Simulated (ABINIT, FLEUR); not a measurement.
An ABINIT input for a self-consistent single point of AgPt (P-6m2, 2 atoms in the cell) (DFT, PBEsol, plane waves, PAW (JTH v2.0 PBE PAW, files made for PBE)):

```
# AgPt, JTH v2.0 PBE PAW
pp_dirpath "./"
pseudos "Ag.GGA_PBE-JTH.xml, Pt.GGA_PBE-JTH.xml"
acell 5.1540180707 5.1540180707 8.8802161227
rprim
         1.0000000000   -0.0000000838    0.0000000000
        -0.4999999274    0.8660254457    0.0000000000
         0.0000000000    0.0000000000    1.0000000000
natom 2
ntypat 2
znucl 47 78
typat 1 2
xred
         0.0000000000    0.0000000000    0.5000000000
         0.6666666667    0.3333333333    0.0000000000
ecut 571 eV
pawecutdg 1143 eV
pawxcdev 0
ixc -116133
occopt 7
tsmear 0.00367493
nband 16
kptopt 1
ngkpt 11 11 6
nshiftk 1
shiftk 0 0 0
nstep 50
tolvrs 1.0e-10
prtwf 0
prtden 0
enunit 2
```

Translate this input to FLEUR.

This is the input that was run; spellings and numerical settings could be chosen otherwise.

Input of the input generator:

```
AgPt FLAPW
&input film=f /
5.1540180707 -0.0000004319 0.0000000000
-2.5770086613 4.4635107968 0.0000000000
0.0000000000 0.0000000000 8.8802161227
1.0
1.0 1.0 1.0

2
47 0.0000001667 -0.0000001667 0.5000000000
78 0.6666668333 0.3333331667 0.0000000000

&comp jspins=1 /
&exco xctyp='PBEs' /
&kpt div1=11 div2=11 div3=6 gamma=t /
&end /
```

```xml
<?xml version="1.0" encoding="UTF-8" standalone="no"?>
<fleurInput fleurInputVersion="0.39">
   <comment>
      AgPt FLAPW                                                                                          
   </comment>
   <calculationSetup>
      <cutoffs Kmax="4.1" Gmax="14.3" GmaxXC="14.3" numbands="0"/>
      <scfLoop itmax="100" minDistance="0.00001" maxIterBroyd="25" imix="Anderson" alpha="0.05" precondParam="0.0" spinf="2.0"/>
      <coreElectrons ctail="T" frcor="F" kcrel="0" coretail_lmax="0"/>
      <xcFunctional name="PBEs" relativisticCorrections="F"/>
      <magnetism jspins="1"/>
      <soc l_soc="F" theta="0.0" phi="0.0" spav="F"/>
      <expertModes spex="0" secvar="F"/>
      <geometryOptimization l_f="T" forcealpha="1.0" forcemix="BFGS" epsdisp="0.00001" epsforce="0.00001"/>
      <ldaU l_linMix="F" mixParam="0.05" spinf="1.0"/>
   </calculationSetup>
   <cell>
      <bzIntegration valenceElectrons="33.0" mode="gauss" fermiSmearingEnergy="0.00367493">
         <kPointListSelection listName="default-1"/>
         <!-- k-points included here -->
         <xi:include xmlns:xi="http://www.w3.org/2001/XInclude" href="kpts.xml"> </xi:include>
      </bzIntegration>
      <!-- symmetry operations included here -->
      <xi:include xmlns:xi="http://www.w3.org/2001/XInclude" href="sym.xml"> </xi:include>
      <bulkLattice scale="1.0">
         <bravaisMatrix>
            <row-1>    5.1540180707000003    -0.0000004319000000     0.0000000000000000</row-1>
            <row-2>   -2.5770086612999998     4.4635107967999996     0.0000000000000000</row-2>
            <row-3>    0.0000000000000000     0.0000000000000000     8.8802161227000003</row-3>
         </bravaisMatrix>
      </bulkLattice>
   </cell>
   <atomSpecies>
      <species name="Silver (Ag)" element="Ag" atomicNumber="47">
         <mtSphere radius="2.45" gridPoints="847" logIncrement="0.015"/>
         <atomicCutoffs lmax="10" lnonsphr="8"/>
         <electronConfig flipSpins="F">
            <coreConfig>(1s1/2) (2s1/2) (2p1/2) (2p3/2) (3s1/2) (3p1/2) (3p3/2) (4s1/2) (3d3/2) (3d5/2)</coreConfig>
            <valenceConfig>(4p1/2) (4p3/2) (5s1/2) (4d3/2) (4d5/2)</valenceConfig>
            <stateOccupation state="(5s1/2)" spinUp="0.5" spinDown="0.5"/>
         </electronConfig>
         <energyParameters s="5" p="5" d="4" f="4"/>
         <lo type="SCLO" l="1" n="4" eDeriv="0"/>
         <lo type="HELO" l="2" n="5" eDeriv="0"/>
      </species>
      <species name="Platinum (Pt)" element="Pt" atomicNumber="78">
         <mtSphere radius="2.45" gridPoints="847" logIncrement="0.016"/>
         <atomicCutoffs lmax="10" lnonsphr="8"/>
         <electronConfig flipSpins="F">
            <coreConfig>(1s1/2) (2s1/2) (2p1/2) (2p3/2) (3s1/2) (3p1/2) (3p3/2) (4s1/2) (3d3/2) (3d5/2) (4p1/2) (4p3/2) (5s1/2) (4d3/2) (4d5/2) (4f5/2) (4f7/2)</coreConfig>
            <valenceConfig>(5p1/2) (5p3/2) (6s1/2) (5d3/2) (5d5/2)</valenceConfig>
            <stateOccupation state="(6s1/2)" spinUp="0.5" spinDown="0.5"/>
            <stateOccupation state="(5d3/2)" spinUp="1.8" spinDown="1.8"/>
            <stateOccupation state="(5d5/2)" spinUp="2.7" spinDown="2.7"/>
         </electronConfig>
         <energyParameters s="6" p="6" d="5" f="5"/>
         <lo type="SCLO" l="1" n="5" eDeriv="0"/>
      </species>
   </atomSpecies>
   <atomGroups>
      <atomGroup species="Silver (Ag)">
         <relPos label="                   1">.0000000000 .0000000000 1.000/2.000</relPos>
         <force calculate="T" relaxXYZ="TTT"/>
      </atomGroup>
      <atomGroup species="Platinum (Pt)">
         <relPos label="                   2">-1.000/3.000 1.000/3.000 .0000000000</relPos>
         <force calculate="T" relaxXYZ="TTT"/>
      </atomGroup>
   </atomGroups>
   <output dos="F" band="F" slice="F">
      <checks vchk="F" cdinf="F"/>
      <bandDOS minEnergy="-.5*Htr" maxEnergy="0.5*Htr" sigma="0.015" storeEVData="T"/>
      <vacuumDOS vacdos="F" integ="F" star="F" nstars="0" locx1="0.0" locy1="0.0" locx2="0.0" locy2="0.0" nstm="0" tworkf="0.0"/>
      <unfoldingBand unfoldBand="F" supercellX="1" supercellY="1" supercellZ="1"/>
      <plotting iplot="0" polar="F">
         <plot TwoD="T" vec1="  1.0  0.0  0.0" vec2="  0.0  1.0  0.0" vec3="  0.0  0.0  1.0" zero="  0.0  0.0  0.0" file="plot"/>
      </plotting>
      <chargeDensitySlicing numkpt="0" minEigenval="0.0" maxEigenval="0.0" nnne="0" pallst="F"/>
      <specialOutput eonly="F"/>
      <magneticCircularDichroism mcd="F" energyLo="-10.0" energyUp="0.0"/>
   </output>
  <!-- We include the file relax.xml here to enable relaxations (see documentation) -->
  <xi:include xmlns:xi="http://www.w3.org/2001/XInclude" href="relax.xml"> <xi:fallback/> </xi:include>
</fleurInput>
```

Basis settings and potentials, where a program has them, do not carry over. This input uses DFT, PBEsol, all-electron FLAPW (FLEUR), scalar-relativistic valence.

The starting cell comes from a database of computed structures (which also holds hypothetical and non-ambient phases and stackings), without a prior relaxation at this level. For this run, on top of that: lattice scaled by 0.98.
